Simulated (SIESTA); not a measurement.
A self-consistent single point of Na2LiLuCl6 (Fm-3m, 10 atoms in the cell) with SIESTA.

Computed with SIESTA 5.4.2 with GGA PBEsol, numerical atomic orbitals DZP, PseudoDojo PBEsol standard norm-conserving potentials (rewritten from UPF to PSML).

```xyz
10
Lattice="0.0000 5.1220 5.1220 5.1220 0.0000 5.1220 5.1220 5.1220 0.0000" Properties=species:S:1:pos:R:3 pbc="T T T"
Na     7.6830     7.6830     7.6830
Na     2.5610     2.5610     2.5610
Li     5.1220     5.1220     5.1220
Lu     0.0000     0.0000     0.0000
Cl     2.5811     5.1220     5.1220
Cl     7.6630     5.1220     5.1220
Cl     5.1220     2.5811     5.1220
Cl     5.1220     7.6630     5.1220
Cl     5.1220     5.1220     2.5811
Cl     5.1220     5.1220     7.6630
```

Reference input (self-consistent single point, DFT, GGA PBEsol, numerical atomic orbitals DZP, PseudoDojo PBEsol standard norm-conserving potentials (rewritten from UPF to PSML)): XC.functional = GGA; XC.authors = PBEsol; potentials = PseudoDojo PBEsol standard; PAO.BasisSize = DZP; PAO.EnergyShift = 0.005 Ry; MeshCutoff = 400 Ry; kgrid.MonkhorstPack = 4 4 4; OccupationFunction = FD; ElectronicTemperature = 580.23 K; PAO.Polarization.NonPerturbative = true; MaxSCFIterations = 150; SCF.Mixer.Method = Broyden. This run's input differs from it in these lines:

```diff
@@ -37,3 +37,3 @@
 PAO.Polarization.NonPerturbative true
-MeshCutoff                   400 Ry
+MeshCutoff                   300 Ry
 %block kgrid.MonkhorstPack
```

Output (repeated stretches shortened):

```
        iscf     Eharris(eV)        E_KS(eV)     FreeEng(eV)     dDmax    Ef(eV) dHmax(eV)
   scf:    1   -12073.212923   -12068.548317   -12068.548317  1.842522 -4.315489  9.646318
   scf:    2   -12071.690528   -12070.360151   -12070.360151  0.060998 -5.443696  4.534432
   scf:    3   -12070.983472   -12070.822775   -12070.822775  0.056246 -4.288862  1.574715
   scf:    4   -12070.856956   -12070.856481   -12070.856481  0.017710 -4.364379  0.478519
   scf:    5   -12070.851004   -12070.859612   -12070.859612  0.007140 -4.465339  0.384343
   [... 7 lines left out ...]
   scf:   13   -12070.863788   -12070.863788   -12070.863788  0.000022 -4.377908  0.000539
   scf:   14   -12070.863788   -12070.863788   -12070.863788  0.000016 -4.377930  0.000360
   scf:   15   -12070.863788   -12070.863788   -12070.863788  0.000011 -4.377939  0.000243
   scf:   16   -12070.863788   -12070.863788   -12070.863788  0.000007 -4.377957  0.000188
SCF Convergence by DM+H criterion
max |DM_out - DM_in|         :     0.0000073506
max |H_out - H_in|      (eV) :     0.0001884460
SCF cycle converged after 16 iterations

Using DM_out to compute the final energy and forces

siesta: E_KS(eV) =           -12070.8638

siesta: E_KS - E_eggbox =    -12070.8638

siesta: Atomic forces (eV/Ang):
     1    0.000003    0.000003    0.000003
     2   -0.000003   -0.000003   -0.000003
     3    0.000000    0.000000   -0.000000
     4    0.000000    0.000000   -0.000000
     5   -0.182068    0.000027    0.000027
     6    0.182068   -0.000027   -0.000027
     7    0.000027   -0.182068    0.000027
     8   -0.000027    0.182068   -0.000027
     9    0.000027    0.000027   -0.182068
    10   -0.000027   -0.000027    0.182068
   Tot    0.000000    0.000000   -0.000000
   Max    0.182068
   [... lines left out ...]
siesta: FreeEng =    -12070.863788
   [... lines left out ...]
siesta:     0.013513   -0.000219   -0.000219
siesta:    -0.000219    0.013513   -0.000219
siesta:    -0.000219   -0.000219    0.013513

siesta: Cell volume =        268.754087 Ang**3

siesta: Pressure (static):
siesta:                Solid            Molecule  Units
siesta:          -0.00014717         -0.00018467  Ry/Bohr**3
siesta:          -0.01351265         -0.01695542  eV/Ang**3
siesta:         -21.64964592        -27.16557862  kBar
```

The run converged in 16 iterations. Against the reference run the free energy falls by 3.2 meV/atom, the pressure hardly changes (-2.22 to -2.17 GPa), the largest force goes from 0.188 to 0.182 eV/Å and the gap on the mesh stays at 4.027 eV.

The starting cell comes from a database of computed structures (which also holds hypothetical and non-ambient phases and stackings), without a prior relaxation at this level. Its lattice was rescaled by a random factor within 2.5 % of one. Spin-orbit coupling is off. Values carry the incompleteness of an atom-centred basis.

Cost on one core of a shared machine: roughly 3 min.
